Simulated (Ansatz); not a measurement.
Ga vacancy + O on the N site + O on the N site in wurtzite GaN (the name describes the start): one set of geometries, relaxed with PBE, evaluated in Ansatz (PAW, plane waves to 420 eV, 500 eV under r2SCAN) with PBE, r2SCAN.

Set-up: 96-site cell; 2×2×2 shifted k-points; start: the Ga site; N 1.97 Å away; N 1.97 Å away; charged states image-corrected; finite-size errors of tenths of an eV; relaxed from one start, so a lower configuration may exist; flagged in the runs: a host whose relaxation on this sampling wasn't shown to rest.

```
quantity                                                                                           PBE  r2SCAN
-----------------------------------------------------------------------------------------------  -----  ------
host gap (eV)                                                                                     1.71    2.12
neutral formation energy against alpha gallium, N2 molecule in a box, O2 molecule in a box (eV)  -1.38   -1.03
largest moment on one atom at charge 0 (μB)                                                       0.31    0.36
```

PBE narrows the gap by 0.41 eV against r2SCAN, the highest level run.

Ansatz is an electronic-structure program.
